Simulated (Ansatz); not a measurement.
Start from WC (space group P-6m2, No. 187; a = 2.913 Å, c = 2.836 Å; relaxed with 0.1 eV smearing). Axes: x lies along a and z along c of the hexagonal cell.

Calculations: DFT with r2SCAN, PAW potentials and a 500 eV plane-wave cutoff in Ansatz (a quantum-chemistry and plane-wave program), spin-orbit coupling left out, earlier PAW set.

Before the change:

```
Quantity   Result
--------  -------
Pressure  0.0 GPa
```

Perturbation: tensile biaxial strain of 3.91 % in the plane normal to [001], as in epitaxy on a mismatched substrate; the out-of-plane cell vector and the atoms relax.

How does this affect the ratio −ε⊥/ε∥ and pressure?

The ratio −ε⊥/ε∥ is 0.32; the pressure (mean of the normal stresses, compression positive) goes from zero to -20.1 GPa.

Stability against distortions was not tested. All final runs are without spin polarisation.
